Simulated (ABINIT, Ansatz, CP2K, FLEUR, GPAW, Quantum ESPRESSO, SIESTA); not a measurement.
# SrB6 (Pm-3m, 7 atoms in the cell) computed with different codes at matched settings

Self-consistent single point.

```
CELL_PARAMETERS angstrom
      4.19021     0.00000     0.00000
      0.00000     4.19021     0.00000
      0.00000     0.00000     4.19021
ATOMIC_POSITIONS crystal
  Sr 0.00000 0.00000 0.00000
  B  0.20314 0.50000 0.50000
  B  0.79686 0.50000 0.50000
  B  0.50000 0.20314 0.50000
  B  0.50000 0.79686 0.50000
  B  0.50000 0.50000 0.20314
  B  0.50000 0.50000 0.79686
```

All programs got the same cell, k-point mesh and kind of occupations (in Ansatz's words: kpoints.mp_grid.grid = 5 5 5; scf.occupations.method = fermi_dirac; scf.occupations.width = 0.05 eV); potentials, basis and cutoffs are each program's usual ones.

| code | model | pressure (GPa) | largest force (eV/Å) | k-points | cutoff |
|---|---|---|---|---|---|
| SIESTA | GGA PBEsol, numerical atomic orbitals TZP, PseudoDojo PBEsol standard norm-conserving potentials (rewritten from UPF to PSML) | 4.05 | 0.002 | 63 | grid 300 Ry |
| GPAW | PBEsol, GPAW PAW datasets PBEsol (made by gpaw-setup) | – | 0.032 | 10 | 950 eV |
| ABINIT | PBEsol, PAW (JTH v2.0 PBE PAW, files made for PBE) | -1.86 | 0.082 | 10 | 40 Ry |
| FLEUR | PBEsol, all-electron FLAPW (FLEUR), scalar-relativistic valence | – | 0.078 | 10 | Kmax 4 1/bohr |
| CP2K | PBEsol, GPW, DZVP-MOLOPT-SR-GTH basis, GTH-PBE potentials (GTH_POTENTIALS) | 0.04 | 0.100 | 63 | grid 500 Ry |
| Quantum ESPRESSO | PBEsol, GBRV 1.5 ultrasoft (PBESOL) pseudopotentials | -1.76 | 0.064 | 10 | 40 Ry |
| Ansatz | PBEsol, PAW files made with PBE | -2.05 | 0.049 | 10 | 420 eV |

A dash marks a value that a program does not give, or that is left out as unsure.

The spread over the programs that give each value: pressure within 6.10 GPa; largest force within 0.098 eV/Å.

The starting cell comes from a database of computed structures (which also holds hypothetical and non-ambient phases and stackings), without a prior relaxation at this level.

Task: Why do the programs differ, and what cannot be compared?

Result: Differences of this kind can come from the potentials, where these differ, and from what each basis and cutoff leave unconverged. The zero of total energies and Fermi levels follows the potentials and each program's conventions, so they are not compared here. SIESTA and CP2K use small atom-centred bases, whose incompleteness enters pressures, forces and empty levels differently from a plane-wave cutoff. FLEUR treats all electrons, but the usual bases taken here (sphere radii, linearisation, local orbitals, empty states) were not tested for convergence, so the values are no reference for the others. Ansatz's pressure is given at a fixed set of plane waves, as the other plane-wave codes print theirs; with its correction for the finite basis it is -1.91 GPa. The pressure of GPAW is left out: its cutoff lies under the one at which its stress was checked. The programs reduce the same mesh by symmetry to different extents, which changes the work and not the result. In the pressure, SIESTA (by 5.91) and CP2K (by 1.91) lie more than 1 GPa from the median of the plane-wave programs.

Ansatz is a quantum-chemistry and plane-wave program.

Keys are those of Ansatz 0.2.
